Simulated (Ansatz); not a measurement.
Results of Hartree–Fock (Ansatz, a first-principles code, plane waves, PAW) for antifluorite Be₂C.

Run with plane-wave cutoff 460 eV, 10×10×10 k mesh, Fermi–Dirac smearing 0.01 eV, scalar-relativistic PAW data made under PBE.

The cell has the measured lattice: a = b = c = 4.3400 Å, α = β = γ = 90.00°.

What does this level give for the band gap and smallest direct gap on the k points sampled?


band gap: 7.83 eV (on the SCF k mesh) (indirect)
smallest direct gap on the k points sampled: 11.51 eV

Note: cell and atoms aren't relaxed at this level (pressure 1.0 GPa).

Static lattice: no zero-point or thermal effects.

Cost on a shared machine: roughly 70 core-seconds.
